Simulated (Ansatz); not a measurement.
Take BeSe in the zinc blende structure (space group F-43m, No. 216; a = 5.082 Å) as the base. Axes: x, y, z lie along the cube axes.

Calculations: Ansatz (a first-principles code), LDA, PAW, cutoff 420 eV, scalar-relativistic without spin-orbit coupling.

Before the change:

- Smallest direct gap = 4.43 eV

Modification: the cell is compressed by 2.00 % along z with no lateral relaxation, atoms relaxed at fixed cell.

What happens to the smallest direct gap and stress?

The smallest direct gap rises by 0.08 eV, from 4.43 eV to 4.51 eV; the stress (xx, yy, zz, yz, xz, xy; compression positive) is (1.22, 1.22, 2.82, 0.00, 0.00, 0.00) GPa.

The cells carry an imposed strain or load. No phonon test of stability was made.
